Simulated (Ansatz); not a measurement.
GeSb4Te7 (P-3m1, No. 164, 12 atoms in the cell; start mp-29641) was calculated with r²SCAN (plane waves, PAW; Ansatz, an electronic-structure program).

Run with plane-wave cutoff 500 eV, 12×12×2 k mesh (along the axes of the cell as run), Fermi–Dirac smearing 0.05 eV, scalar-relativistic PAW data made under PBE.

Cell (relaxed at this level):

```
CELL_PARAMETERS angstrom
      4.29283     0.00000     0.00000
     -2.14641     3.71770     0.00000
      0.00000     0.00000    24.71535
ATOMIC_POSITIONS crystal
  Ge 0.00000 0.00000 0.50000
  Sb 0.66667 0.33333 0.91932
  Sb 0.33333 0.66667 0.08068
  Sb 0.33333 0.66667 0.35027
  Sb 0.66667 0.33333 0.64973
  Te 0.33333 0.66667 0.85069
  Te 0.66667 0.33333 0.14931
  Te 0.00000 0.00000 0.71811
  Te 0.00000 0.00000 0.28189
  Te 0.66667 0.33333 0.43179
  Te 0.33333 0.66667 0.56821
  Te 0.00000 0.00000 0.00000
```

Q: Give the computed band gap.

A: 
band gap: 0.58 eV (on the SCF k mesh)

Note: the relaxation could not lower the start's symmetry, so the cell can be a saddle point above a distorted one.

Spin–orbit coupling is not included; with these elements it can move the gap by several tenths of an eV or more.

The computed numbers hold no vibrational or temperature effects.

A start named mp-… is a Materials Project structure, which need not be a measured phase.
